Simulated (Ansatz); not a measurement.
The starting structures come from a database of crystals and need not be the phases stable at ambient conditions.

**Evanescent states of NaCaH$_{6}$Ir (F-43m, not sure to be the ambient phase, 9 atoms a cell, 10.5 Å³ an atom, -2 GPa at this level) along the normal of (110)**

The numbers are results of r2SCAN (plane waves, PAW; Ansatz, a first-principles code), not measurements.

The gap is the functional's own, uncorrected, and κ follows it; spin-orbit coupling is left out. Mid-gap values are interpolated between the computed energies.

Energies count from the valence-band top; κ is the least over a 6×4 mesh across the current.

| E (eV) | κ (1/Å) | where |
|---|---|---|
| 0.09 | 0.307 | Γ |
| 0.27 | 0.316 | off Γ |
| 0.45 | 0.329 | off Γ |
| 0.63 | 0.344 | off Γ |
| 0.81 | 0.358 | off Γ |
| 0.99 | [?] | off Γ |
| 1.17 | [?] | off Γ |
| 1.35 | [?] | Γ |
| 1.53 | [?] | Γ |
| 1.71 | [?] | Γ |
| 1.89 | [?] | Γ |
| 2.07 | [?] | Γ |
| 2.25 | [?] | Γ |
| 2.43 | [?] | Γ |
| 2.61 | [?] | Γ |
| 2.79 | [?] | Γ |
| 2.97 | 0.278 | Γ |
| 3.15 | 0.251 | Γ |
| 3.33 | 0.217 | Γ |
| 3.51 | 0.170 | Γ |
| 3.69 | 0.090 | Γ |

Q: Fill in the missing entries.

A: 
- 0.99, κ (1/Å): 0.369
- 1.17, κ (1/Å): 0.378
- 1.35, κ (1/Å): 0.381
- 1.53, κ (1/Å): 0.376
- 1.71, κ (1/Å): 0.371
- 1.89, κ (1/Å): 0.364
- 2.07, κ (1/Å): 0.355
- 2.25, κ (1/Å): 0.345
- 2.43, κ (1/Å): 0.332
- 2.61, κ (1/Å): 0.317
- 2.79, κ (1/Å): 0.300
